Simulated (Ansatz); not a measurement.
**MgS (model structure, started from the HgTe type, Fm-3m, No. 225, 6 atoms in the cell)**

All values below come from r²SCAN+rVV10 (Ansatz, a quantum-chemistry and plane-wave program, PAW).

Run with plane-wave cutoff 560 eV, 12×12×4 k mesh (along the axes of the cell as run), Fermi–Dirac smearing 0.01 eV, scalar-relativistic PAW data made under PBE.

Cell (relaxed at this level):

```xyz
6
Lattice="3.6695 0.0000 0.0000 -1.8347 3.1779 0.0000 0.0000 0.0000 8.9880" Properties=species:S:1:pos:R:3 pbc="T T T"
Mg     0.6115     1.0592     0.0000
Mg     2.4464     0.0000     2.9960
Mg    -1.2232     2.1186     5.9920
S      0.6116     1.0593     4.4940
S      2.4463     0.0000     7.4900
S     -1.2231     2.1185     1.4980
```

For MgS (model structure, started from the HgTe type, Fm-3m, No. 225, 6 atoms in the cell), the band gap is 3.45 eV (indirect) and the smallest direct gap on the k points sampled comes out as 4.38 eV. The Γ–Γ gap is 4.67 eV.

Static lattice: no zero-point or thermal effects.

A model structure was made by putting elements into a prototype or built by hand; here it ended with the formula and space group of a phase in our tables.
